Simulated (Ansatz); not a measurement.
Take TiS$_{2}$ in the CdI2 type structure (space group P-3m1, No. 164; a = 3.359 Å, c = 5.520 Å; layered, stacked along the Cartesian z axis; relaxed with 0.1 eV smearing) as the base.

Level of theory: Kohn–Sham DFT with the PBE-D3(BJ) functional, run in Ansatz (a first-principles code) with PAW and 420 eV plane waves, no spin-orbit coupling.

Before the change:

```
Property   Result
--------  -------
Pressure  0.0 GPa
```

Modification: every lattice vector is shortened by 2.63 %, atoms relaxed at fixed cell.

### Question
How does this affect the pressure?

### Answer
The pressure (mean of the normal stresses, compression positive) goes from zero to 4.8 GPa.

### Question
What does the calculation give for the largest internal atomic displacement after the change?

### Answer
The largest internal atomic displacement comes out as 0.063 Å.

### Question
Estimate the effect on the energy relative to the base.

### Answer
The energy increases by 19 meV/atom.

The cells carry an imposed strain or load. No phonon test of stability was made. The final runs are not spin-polarised.
